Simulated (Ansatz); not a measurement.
VSb in the zinc blende structure (space group F-43m, No. 216; ferromagnetic; a hypothetical phase, not in the database extracts checked)

```cif
data_SbV
_chemical_formula_sum 'Sb1 V1'
_space_group_name_H-M_alt 'P 1'
_space_group_IT_number 1
_cell_length_a 4.36902
_cell_length_b 4.36902
_cell_length_c 4.36902
_cell_angle_alpha 60.000
_cell_angle_beta 60.000
_cell_angle_gamma 60.000
loop_
_space_group_symop_operation_xyz
  'x, y, z'
loop_
_atom_site_label
_atom_site_type_symbol
_atom_site_fract_x
_atom_site_fract_y
_atom_site_fract_z
_atom_site_occupancy
Sb1 Sb 0.75000 0.75000 0.75000 1
V1 V 0.00000 0.00000 0.00000 1
```

Calculations: plane-wave PAW DFT at the PBE level (Ansatz, a first-principles code, 420 eV), spin-orbit coupling left out. Settings: 13×13×13 k-points, 0.05 eV Fermi–Dirac smearing.

| Property | Value |
|---|---|
| Volume per atom | 29.49 Å³ |
| Density | 4.86 g/cm³ |
| Band gap | zero |
| Magnetic state | ferromagnetic |
| Total energy | -4697.836 eV/atom (σ→0; compares only within this code and set-up) |

Other magnetic orders, which the real material may have, were not ruled out. Spin-orbit coupling, missing from the scalar runs, can matter with Sb. Whether these cells are dynamically stable was not tested. Gaps under 0.05 eV, about the width of the smearing, are given as zero.
